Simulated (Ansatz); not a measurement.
**Bulk modulus of Au (P6₃/mmc, No. 194, 2 atoms in the cell; start COD 1545302; another form than the element's usual one) at several levels of theory**

No measured value is used here.

Q: Put these levels in order of the bulk modulus that they give for Au (P6₃/mmc, No. 194, 2 atoms in the cell; start COD 1545302; another form than the element's usual one), smallest first: LDA (Ansatz, a quantum-chemistry and plane-wave program), PBEsol (Ansatz), r²SCAN (Ansatz).

A: r²SCAN (151 GPa), PBEsol (172 GPa), LDA (192 GPa)

Unless a cell is named, each level is at its own relaxed cell (LDA 16.59, PBEsol 17.03, r²SCAN 17.58 Å³/atom).

Density-functional levels without +SOC have no spin–orbit coupling. LDA, PBEsol, r²SCAN: the bulk modulus is −V dP/dV from two relaxed cells at ±2 % in volume. LDA, PBEsol, r²SCAN: the relaxation could not lower the start's symmetry, so the cell can be a saddle point above a distorted one. Each level is taken at its own relaxed cell. Cutoffs differ between the levels. Ansatz's density-functional and Hartree–Fock values are scalar-relativistic unless marked +SOC, with PAW data made under PBE.
